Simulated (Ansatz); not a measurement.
## rock-salt TiC (1 1 0) on cubic CsPbBr3 (1 1 0) (film strained to the substrate, started from cuts of the bulks and a machine-learned relaxation; slabs Cs4Pb4Br10 and C24Ti24, which can lie off the formulas)

A periodic stack without vacuum, rock-salt TiC (1 1 0) on cubic CsPbBr3 (1 1 0) (film strained to the substrate, started from cuts of the bulks and a machine-learned relaxation; slabs Cs4Pb4Br10 and C24Ti24, which can lie off the formulas): substrate slab Cs4Pb4Br10, film C24Ti24, surface cells [[0, 1], [-1, 0]] and [[2, 0], [0, 2]], film strained by -2.1 and -2.1 %, outermost planes BrCsPb/BrCsPb and CTi/CTi as cut, which need not be the usual terminations and can put a slab off its formula.

The start was prepared with a machine-learned potential, and the result is one local minimum, with the in-plane cell held and forces under 0.04 eV/Å; the film can end far from its bulk form.

Computed with PBE (plane waves to 420 eV, PAW; Ansatz, a program for electronic structure). No spin–orbit coupling; the runs are not spin-polarised. Its k-point mesh 3×5×1, Fermi–Dirac width 0.05 eV.

```
Quantity                                                                                   Result
--------------------------------------------------------------------------------  ---------------
interface area                                                                            50.9 Å²
period                                                                                    26.92 Å
heights between the nearest atoms of the two slabs at the two interfaces          1.82 and 1.83 Å
Pb–Ti contacts across the interfaces within 1.22 times the sum of covalent radii  10, mean 3.24 Å
Cs–Ti contacts across the interfaces within 1.22 times the sum of covalent radii   7, mean 4.44 Å
Br–Ti contacts across the interfaces within 1.22 times the sum of covalent radii   6, mean 2.67 Å
C–Pb contacts across the interfaces within 1.22 times the sum of covalent radii    4, mean 2.38 Å
```

```xyz
66
Lattice="8.4832 -0.0024 0.1889 -0.0027 5.9969 0.1985 -0.1279 -1.6306 26.8826" Properties=species:S:1:pos:R:3 pbc="T T T"
Cs     4.6611     1.2256     1.9574
Pb     0.4428     1.2913     0.3381
Br     2.6161    -1.7191     0.6725
Cs     2.0587     0.8243     6.3406
Pb     6.1392     3.7056     6.0598
Br     3.5979     3.8233     4.6028
Br     6.7331     4.2792     0.9884
Br     6.4981     0.7696     5.4348
Cs     6.4333     0.1005    10.2806
Pb     1.9944     3.5830    10.3549
Br     8.6463     3.8037     7.8914
Br     4.7089     3.3514     8.4774
Br     1.8909     0.5825    10.0543
Cs     2.0646     0.3962    13.7616
Pb     6.9363     4.5263    16.2234
Br     3.9791     3.6830    12.4464
Br     8.3682     3.4983    12.4952
Br     4.8161     1.5386    15.7049
C      2.6218     2.9623    17.9195
C      2.6040    -0.0163    17.8035
C      6.9358     2.9446    17.9964
C      6.9231    -0.0060    17.9111
C      4.7305     1.4244    19.3234
C      4.7312     4.4229    19.4369
C      0.4984     1.4265    19.2923
C      0.4951     4.4212    19.4023
C      2.5858    -0.1311    20.8794
C      2.5811     2.8715    20.9836
C      6.8189    -0.1344    20.9715
C      6.8187     2.8721    21.0748
C      4.6651     4.3216    22.5757
C      4.6688     1.3175    22.4704
C      0.4243     4.3233    22.4996
C      0.4232     1.3170    22.3967
C      2.5156     2.7644    24.1132
C      2.5161    -0.2320    23.9992
C      6.7438     2.7623    24.2092
C      6.7464    -0.2321    24.0958
C      4.5984     1.2272    25.5246
C      4.6001    -1.7908    25.4221
C      0.3554     1.2410    25.4443
C      0.3552    -1.8017    25.3424
Ti     2.6123     1.4221    19.3621
Ti     2.6270     4.4220    19.4628
Ti     6.8559     1.4240    19.4079
Ti     6.8370     4.4207    19.5457
Ti     4.7277     2.9581    17.9492
Ti     4.7346    -0.0154    17.8495
Ti     0.5565     2.9910    17.9703
Ti     0.5460    -0.0504    17.8756
Ti     2.5432     4.3202    22.5390
Ti     2.5428     1.3198    22.4398
Ti     6.7878     4.3199    22.6260
Ti     6.7905     1.3181    22.5297
Ti     4.7059    -0.1269    20.9209
Ti     4.7060     2.8663    21.0236
Ti     0.4531    -0.1274    20.8648
Ti     0.4520     2.8680    20.9640
Ti     2.5099     1.2330    25.4832
Ti     2.5113    -1.7930    25.3844
Ti     6.6872     1.2297    25.5748
Ti     6.6901    -1.7941    25.4761
Ti     4.6321     2.7673    24.0993
Ti     4.6323    -0.2330    24.0089
Ti     0.3877     2.7668    24.0579
Ti     0.3905    -0.2320    23.9330
```
